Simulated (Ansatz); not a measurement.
This concerns the surface energy of the Ge(111) slab with 2 NH2, the mean of its two faces, with the listed reservoirs for the atoms in excess. Reaction: 10 Ge (diamond) + 2 NH3 (gas) → cell A + H2 (gas).

Cell A: a slab of Ge (diamond, Fd-3m) cut along (111), 16 atoms, hexagonal cell of 4.07 Å (14.4 Å²), symmetry P1 within 0.02 Å, 18.6 Å thick under 16 Å of vacuum, in-plane vectors held at the crystal's; planes from bottom to top: H2N | Ge × 10 | H2N; added, foreign or displaced atoms, above the top plane and below the bottom plane: two times NH2 bound through N to 1 Ge at 1.90 Å; spin state with PBE: run without spin, k-point mesh 9×9×1.
```xyz
16
Lattice="4.0739 0.0000 0.0000 2.0369 3.5281 0.0000 0.0000 0.0000 34.6147" Properties=species:S:1:pos:R:3 pbc="T T T"
Ge     0.0974    -0.0007    14.4021
Ge     4.1695     2.3528    17.7222
Ge     0.1017     0.0730    24.3312
Ge     2.0810     1.2090    11.0856
Ge     2.1322     1.1751    21.0432
Ge     4.1073     2.3913    10.2835
Ge     0.0952     0.0005    16.8924
Ge     4.1689     2.3500    20.2126
Ge     2.1333     1.1757    13.5715
Ge     2.1380     1.2367    23.5291
N      0.0968     0.2285    26.2268
N      3.9710     2.4679     8.3878
H      1.3613     3.2007    26.6086
H      0.9426    -0.2104    26.6039
H      4.7973     2.9416     8.0094
H      4.0222     1.5173     8.0079
```

Reference: Ge (diamond, Fd-3m), 2 atoms in the cell, the relaxed perfect crystal repeated, atoms not moved again, k-point mesh 9×9×9 on the run's own vectors.

Reference: an isolated H2 molecule (singlet) in a box of 11 × 11 × 13 Å.

Reference: an isolated NH3 molecule (singlet) in a box of 13 × 12 × 12 Å.

Plane-wave PAW calculations with Ansatz (an electronic-structure program), its default PAW set, cutoff 420 eV, 500 eV for r2SCAN. The structures are at rest with PBE, within the held lattices; other levels are single points on them. HSE06 runs on coarser k-point meshes, mended by the PBE difference between the two meshes. Neutral cells; Fermi-Dirac smearing of at most 0.05 eV in the solids, energies taken to zero width. The lattices are those relaxed with PBE, so at other levels the solids can be strained, which adds to the spread. A dispersion term (D3(BJ), or D4 for r2SCAN) was computed beside these levels and is taken off wherever the name lacks it. Static lattices, no vibrational contributions. No structure search was made; lower ones may exist. No correction for cell size.

Q: What is the computed value (HSE06)?

A: 0.64 J/m², for 10 Ge (diamond) + 2 NH3 (gas) → cell A + H2 (gas).

Q: List the value at the remaining levels and say how far they part.

A: 
```json
[
 {"Functional": "r2SCAN", "value (J/m²)": "0.52", "less HSE06": "-0.12"}
]
```

The levels shown span 0.12 J/m², from r2SCAN (0.52) to HSE06 (0.64).
